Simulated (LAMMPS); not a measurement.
System: ZnO (wurtzite), 432 atoms, at 2700 K and 0 GPa, heated as the crystal.

All values are model results, not measurements: classical MD, Buckingham potential of Lewis and Catlow, J. Phys. C 18, 1149 (1985), first set, used with rigid ions (no shells), PPPM sums, short-range terms cut at 10 Å, modified for these runs by an r^-4 repulsive force inside the short-range force's maximum; code LAMMPS.

| frequency (THz) | spectral density (1/THz), total | spectral density (1/THz), O | spectral density (1/THz), Zn |
|---|---|---|---|
| 0.1570 | 0.0005 | 0.0001 | 0.0003 |
| 0.7850 | 0.0040 | 0.0007 | 0.0032 |
| 1.413 | 0.0227 | 0.0037 | 0.0190 |
| 2.040 | 0.0425 | 0.0062 | 0.0363 |
| 2.668 | 0.0713 | 0.0090 | 0.0623 |
| 3.296 | 0.0793 | 0.0101 | 0.0692 |
| 3.924 | 0.0821 | 0.0119 | 0.0701 |
| 4.551 | 0.0855 | 0.0132 | 0.0723 |
| 5.179 | 0.0815 | 0.0142 | 0.0673 |
| 5.807 | 0.0849 | 0.0169 | 0.0680 |
| 6.435 | 0.0772 | 0.0189 | 0.0583 |
| 7.062 | 0.0743 | 0.0214 | 0.0528 |
| 7.690 | 0.0709 | 0.0237 | 0.0473 |
| 8.318 | 0.0633 | 0.0245 | 0.0388 |
| 8.946 | 0.0520 | 0.0249 | 0.0270 |
| 9.574 | 0.0478 | 0.0281 | 0.0198 |
| 10.20 | 0.0479 | 0.0326 | 0.0153 |
| 10.83 | 0.0480 | 0.0365 | 0.0116 |
| 11.46 | 0.0473 | 0.0385 | 0.0088 |
| 12.09 | 0.0439 | 0.0369 | 0.0070 |
| 12.71 | 0.0393 | 0.0339 | 0.0054 |
| 13.34 | 0.0353 | 0.0310 | 0.0044 |
| 13.97 | 0.0300 | 0.0266 | 0.0034 |
| 14.60 | 0.0272 | 0.0243 | 0.0029 |
| 15.22 | 0.0235 | 0.0212 | 0.0023 |
| 15.85 | 0.0207 | 0.0188 | 0.0020 |
| 16.48 | 0.0191 | 0.0173 | 0.0018 |
| 17.11 | 0.0180 | 0.0164 | 0.0016 |
| 17.73 | 0.0179 | 0.0164 | 0.0015 |
| 18.36 | 0.0198 | 0.0183 | 0.0015 |
| 18.99 | 0.0205 | 0.0189 | 0.0016 |
| 19.62 | 0.0202 | 0.0186 | 0.0016 |
| 20.25 | 0.0215 | 0.0198 | 0.0017 |
| 20.87 | 0.0215 | 0.0197 | 0.0018 |
| 21.50 | 0.0221 | 0.0201 | 0.0020 |
| 22.13 | 0.0213 | 0.0193 | 0.0020 |
| 22.76 | 0.0198 | 0.0177 | 0.0020 |
| 23.39 | 0.0170 | 0.0150 | 0.0020 |
| 24.01 | 0.0142 | 0.0123 | 0.0019 |
| 24.64 | 0.0098 | 0.0085 | 0.0013 |
| 25.27 | 0.0068 | 0.0059 | 0.0009 |
| 25.90 | 0.0049 | 0.0043 | 0.0007 |
| 26.52 | 0.0033 | 0.0028 | 0.0004 |
| 27.15 | 0.0021 | 0.0019 | 0.0003 |
| 27.78 | 0.0016 | 0.0014 | 0.0002 |
| 28.41 | 0.0013 | 0.0011 | 0.0002 |
| 29.04 | 0.0011 | 0.0009 | 0.0001 |
| 29.66 | 0.0008 | 0.0007 | 0.0001 |
| 30.29 | 0.0007 | 0.0006 | 0.0001 |
| 30.92 | 0.0006 | 0.0005 | 0.0001 |

Read from the full data:
- state found: crystal; no diffusion seen in 21 ps
- mean frequency of the velocity spectrum: 10.0 THz

Caution: the potential ionic pair potential lewis1985a is fitted to static crystal properties with a polarisable anion, which is rigid here. Caution: this crystal lies over the measured melting point of 2247 K (one source, unchecked), so it is superheated or the potential melts high.
